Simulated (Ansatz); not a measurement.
Start from MoS₂ in the 2H-MoS2 type structure (space group P6_3/mmc, No. 194; a = 3.1090 Å, c = 11.7086 Å; layered, stacked along the Cartesian z axis).

Modification: every lattice vector is stretched by 2.55 %; the atoms relax in the strained cell.

Levels (all Ansatz, a quantum-chemistry and plane-wave program, PAW, earlier PAW set): PBEsol-D3(BJ) (420 eV, no spin-orbit coupling); PBEsol+SOC (420 eV, spin-orbit coupling included).

The geometry is relaxed with PBEsol-D3(BJ).

* **PBEsol-D3(BJ) smallest direct gap**: 1.55 eV
* **PBEsol-D3(BJ) lowest conduction level above the VBM at special points**: K 0.71 eV; H 0.71 eV; M 1.31 eV; L 1.33 eV
* **PBEsol-D3(BJ) hole mass**: 1.2 mₑ along c, 0.52 mₑ across (at Γ)
* **PBEsol-D3(BJ) valence-band top at Γ**: 0.00, -1.07, -1.24 eV

With PBEsol+SOC at the same geometry, the smallest direct gap decreases by 0.03 eV (1.55 eV → 1.52 eV); the lowest conduction level above the VBM at special points changes from K 0.71 eV; H 0.71 eV; M 1.31 eV; L 1.33 eV to K 0.71 eV; H 0.71 eV; M 1.30 eV; L 1.32 eV; the hole mass stays 1.2 mₑ along c, 0.52 mₑ across (at Γ); the valence-band top at Γ (three highest Kramers pairs, from the VBM) remains 0.00, -1.07, -1.24 eV.

Single points use the geometry relaxed with PBEsol-D3(BJ). The spin-orbit shifts are approximate. Effective masses come from finite differences of ±0.01 Å⁻¹. No phonon test of stability was made.
